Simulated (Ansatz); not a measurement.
The starting structures come from a database of crystals and need not be the phases stable at ambient conditions.

Data:

```yaml
crystal:
  lattice:
    - [4.00390, 0.00000, 0.00000]
    - [0.00000, 4.00390, 0.00000]
    - [0.00000, 0.00000, 5.62318]
  atoms:
    - { symbol: Zn, position: [0.00000, 0.00000, 0.00000] }
    - { symbol: Sn, position: [0.50000, 0.50000, 0.50000] }
    - { symbol: P, position: [0.00000, 0.50000, 0.22706] }
    - { symbol: P, position: [0.50000, 0.00000, 0.77294] }
```

Space group of this cell: P-4m2. The cell is taken as given.

These are r2SCAN (plane waves, PAW; Ansatz, an electronic-structure program) values and carry that method's errors.

The current runs along the normal of the first two printed vectors; no spin-orbit coupling. Scaled by the factor s: the length along the current (ions clamped). Meshes 8×8×6 and 8×8 across the current in all rows.

| s | mean pressure (GPa) | band gap (eV) |
|---|---|---|
| 0.97 | 2.6 | ? |
| 1.00 | 0.1 | 0.87 |
| 1.03 | -2.0 | 0.75 |

Problem. Take the slope of the band gap against ln s from the two given rows, extrapolate to s = 0.97, and say what the run there gives.

Solution. Slope = (0.75 − 0.87) / ln 1.03 = -4.06 eV. The line gives 0.87 + (-4.06) × ln 0.97 = 0.99 eV. The run gives 0.88 eV, 0.11 eV under the line, 92 % of the predicted step.
